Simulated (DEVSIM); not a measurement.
Device: illuminated Ge n-on-p cell, one wavelength, at 300 K.

| layer (left to right) | material | thickness (μm) | Nd (cm⁻³) | Na (cm⁻³) | τn (s) | τp (s) | absorption coefficient (cm⁻¹) |
|---|---|---|---|---|---|---|---|
| 1 | Ge | 0.900 | 8.5e17 | - | 2.3e-7 | 2.3e-8 | 43000 |
| 2 | Ge | 150 | - | 8.7e15 | 2.4e-7 | 2.4e-7 | 43000 |

Left contact: ohmic, minority hole recombination velocity 2e6 cm/s. Right contact: ohmic, minority electron recombination velocity 5000 cm/s. Voltage is applied to the left contact. Recombination: SRH at mid-gap, radiative, Auger. Light enters at the left, 2.4e18 photons cm⁻² s⁻¹, one pass, no reflection. Mobility is μmin + (μ − μmin)/(1 + (N/Nref)^α).

Constants are typed, rounded textbook-type inputs, not results; the design itself was drawn at random and stands for no fabricated device. Values at 300 K.

```
parameter           Ge
-------------  -------
gap (eV)         0.664
affinity (eV)        4
permittivity        16
Nc (cm⁻³)      1.04e19
Nv (cm⁻³)         6e18
μn (cm²/Vs)       3900
μp (cm²/Vs)       1900
μn,min             150
μp,min             100
Nref,n          2.6e17
Nref,p            4e17
αn                0.56
αp                 0.6
B (cm³/s)      6.4e-14
Cn (cm⁶/s)       1e-31
Cp (cm⁶/s)       1e-31
```

DEVSIM, 1D drift-diffusion, Boltzmann statistics, complete ionisation; no tunnelling, impact ionisation, image-force lowering or self-heating.

The recombination velocity at the left contact was swept, all else fixed.

```json
[
 {"recombination velocity at the left contact (cm/s)": "10", "share of generated pairs collected at short circuit": "0.990", "fill factor": "0.63", "largest power (mW/cm²)": "48.6", "short-circuit current (mA/cm²)": "381"},
 {"recombination velocity at the left contact (cm/s)": "100", "share of generated pairs collected at short circuit": "0.990", "fill factor": "0.63", "largest power (mW/cm²)": "48.5", "short-circuit current (mA/cm²)": "381"},
 {"recombination velocity at the left contact (cm/s)": "1000", "share of generated pairs collected at short circuit": "0.987", "fill factor": "0.63", "largest power (mW/cm²)": "48.4", "short-circuit current (mA/cm²)": "380"},
 {"recombination velocity at the left contact (cm/s)": "10000", "share of generated pairs collected at short circuit": "0.960", "fill factor": "0.63", "largest power (mW/cm²)": "46.8", "short-circuit current (mA/cm²)": "369"},
 {"recombination velocity at the left contact (cm/s)": "1e5", "share of generated pairs collected at short circuit": "0.769", "fill factor": "0.63", "largest power (mW/cm²)": "36.0", "short-circuit current (mA/cm²)": "296"},
 {"recombination velocity at the left contact (cm/s)": "1e6", "share of generated pairs collected at short circuit": "0.392", "fill factor": "0.61", "largest power (mW/cm²)": "16.0", "short-circuit current (mA/cm²)": "151"},
 {"recombination velocity at the left contact (cm/s)": "2e6", "share of generated pairs collected at short circuit": "0.330", "fill factor": "0.60", "largest power (mW/cm²)": "13.0", "short-circuit current (mA/cm²)": "127"},
 {"recombination velocity at the left contact (cm/s)": "1e7", "share of generated pairs collected at short circuit": "0.270", "fill factor": "0.60", "largest power (mW/cm²)": "10.3", "short-circuit current (mA/cm²)": "104"}
]
```

From the first row to the last the share of generated pairs collected at short circuit goes from 0.990 to 0.270. From the first row to the last the fill factor goes from 0.63 to 0.60.
